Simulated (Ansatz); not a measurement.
**Y₃Ge (model structure, started from the D03 type, Fm-3m, No. 225, 4 atoms in the cell): properties by level of theory**

```json
[
 {"level (code)": "PBE (Ansatz)", "equilibrium lattice constant a (Å)": "7.486", "enthalpy of formation (eV/atom)": "-0.091"},
 {"level (code)": "PBEsol (Ansatz)", "equilibrium lattice constant a (Å)": "7.352", "enthalpy of formation (eV/atom)": "-0.146"},
 {"level (code)": "PBE-D3(BJ) (Ansatz)", "equilibrium lattice constant a (Å)": "7.365", "enthalpy of formation (eV/atom)": "-0.149"}
]
```

Ansatz's density-functional and Hartree–Fock values are scalar-relativistic unless marked +SOC, with PAW data made under PBE.

Computed values are for the static lattice.

A model structure was made by putting elements into a prototype or built by hand; it is no filed structure, need not be a known phase, and can be a saddle point held by its symmetry.

Ansatz is a quantum-chemistry and plane-wave program.
